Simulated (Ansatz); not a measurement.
Consider AgCl in the rock salt structure (space group Fm-3m, No. 225).

Space group Fm-3m (No. 225); a = b = c = 5.4475 Å, α = β = γ = 90.00°

| atom | site | symmetry | x | y | z |
|---|---|---|---|---|---|
| Ag | 4a | m-3m | 0.0000 | 0.0000 | 0.0000 |
| Cl | 4b | m-3m | 0.5000 | 0.5000 | 0.5000 |
(The calculation used a cell of 2 atoms; values per cell refer to that cell.)

All numbers come from PBEsol (Ansatz, a first-principles code, PAW, spin-orbit coupling left out).

Strains are applied to the cell and any free atomic positions relax.

One change was made to it. Results:

```
quantity                       base           after
-------------------  --------------  --------------
smallest direct gap         3.03 eV         3.34 eV
band gap                    0.72 eV         0.74 eV
electron mass        0.25 mₑ (at Γ)  0.25 mₑ (at Γ)
```

### Question
Which of these changes matches the shifts?
A) isotropic strain −2.50 %
B) isotropic strain +0.50 %
C) isotropic strain −2.00 %
D) isotropic strain −1.50 %

### Answer
A, isotropic strain −2.50 %. For comparison, the smallest direct gap in the other runs: isotropic strain −2.00 % gives 3.27 eV; isotropic strain −1.50 % gives 3.21 eV; isotropic strain +0.50 % gives 2.97 eV.

Effective masses come from finite differences of ±0.01 Å⁻¹. No phonon test of stability was made.
